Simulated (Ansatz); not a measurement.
The starting structures come from a database of crystals and need not be the phases stable at ambient conditions.

Tunnelling through a barrier is set by its complex band structure: the current falls as exp(−2κd) with the smallest κ.

```
CELL_PARAMETERS angstrom
      5.29983     0.00000     0.00000
      0.00000     7.81006     0.00000
      0.00000     1.74384     7.61289
ATOMIC_POSITIONS crystal
  Cs 0.25000 0.31013 0.31013
  Cs 0.75000 0.68987 0.68987
  Cu 0.00000 0.16772 0.83228
  Cu 0.00000 0.83228 0.16772
  Cu 0.50000 0.83228 0.16772
  Cu 0.50000 0.16772 0.83228
  Cl 0.25000 0.89534 0.89534
  Cl 0.75000 0.10466 0.10466
  Cl 0.25000 0.40144 0.84152
  Cl 0.75000 0.59856 0.15848
  Cl 0.75000 0.15848 0.59856
  Cl 0.25000 0.84152 0.40144
```

Space group of this cell: Cmcm. The cell is taken as given.

Transport runs along the normal of the first two printed cell vectors.

No gap correction and no spin-orbit coupling; mid-gap values are interpolated between computed energies.

Task: Compute, with Ansatz (a first-principles code) with r2SCAN, the band gap and the smallest decay constant κ at mid-gap.

Result: Gap 2.30 eV on a 6×4×4 mesh; κ = 0.297 1/Å, at the zone centre.
